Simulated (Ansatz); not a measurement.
## Al2O3, pressure series

The parent structure is Al2O3 in the corundum structure (space group R-3c, No. 167; a = 4.773 Å, c = 13.013 Å (hexagonal axes)).

Cell and atoms are relaxed at each pressure.

Calculations: Ansatz (a program for electronic structure), PBEsol, PAW, cutoff 420 eV, no SOC, earlier PAW set.

```json
[
 {"variant": "base", "width of the top valence band": "0.63 eV", "density": "3.96 g/cm³", "band gap": "6.04 eV"},
 {"variant": "pressure −2 GPa", "width of the top valence band": "0.63 eV", "density": "3.92 g/cm³", "band gap": "5.94 eV"},
 {"variant": "pressure −1 GPa", "width of the top valence band": "0.63 eV", "density": "3.94 g/cm³", "band gap": "5.99 eV"},
 {"variant": "pressure 2.1 GPa", "width of the top valence band": "0.64 eV", "density": "3.99 g/cm³", "band gap": "6.14 eV"},
 {"variant": "pressure 4.5 GPa", "width of the top valence band": "0.66 eV", "density": "4.03 g/cm³", "band gap": "6.25 eV"},
 {"variant": "pressure 9 GPa", "width of the top valence band": "0.69 eV", "density": "4.10 g/cm³", "band gap": "6.46 eV"},
 {"variant": "pressure 15 GPa", "width of the top valence band": "0.72 eV", "density": "4.18 g/cm³", "band gap": "6.71 eV"},
 {"variant": "pressure 22.5 GPa", "width of the top valence band": "0.76 eV", "density": "4.28 g/cm³", "band gap": "7.01 eV"},
 {"variant": "pressure 30 GPa", "width of the top valence band": "0.80 eV", "density": "4.38 g/cm³", "band gap": "7.29 eV"}
]
```

Load acts through the strain it causes; cell and atoms are relaxed under it. Stability against distortions was not tested. Competing high-pressure phases were not computed.
